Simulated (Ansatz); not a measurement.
Start from CdSe in the zinc blende structure (space group F-43m, No. 216; a = 6.082 Å).

Calculations: Ansatz (a quantum-chemistry and plane-wave program), PBEsol, PAW, cutoff 420 eV, spin-orbit coupling left out.

For the base:

* **Gap between the host's bands**: 0.48 eV
* **Gap character**: direct at Γ

One thing is altered: hole doping at 5.0×10^20 cm⁻³ (0.0281 per cell), with a uniform compensating background at fixed cell and a 300 K Fermi–Dirac width.

Task: Predict the new gap between the host's bands.

Result: The gap between the host's bands grows by 0.02 eV to 0.50 eV.

Task: How does this affect the Fermi level from band edge?

Result: The Fermi level relative to the doped band's edge (positive inside the band; to 0.05 eV) amounts to +0.10 eV.

Task: How does this affect the gap character?

Result: The gap character remains direct at Γ.

Carriers are added with a uniform compensating background; total energy and stress of such cells depend on the potential's zero and are not compared; many-body gap narrowing is missing at this level. Whether these cells are dynamically stable was not tested.
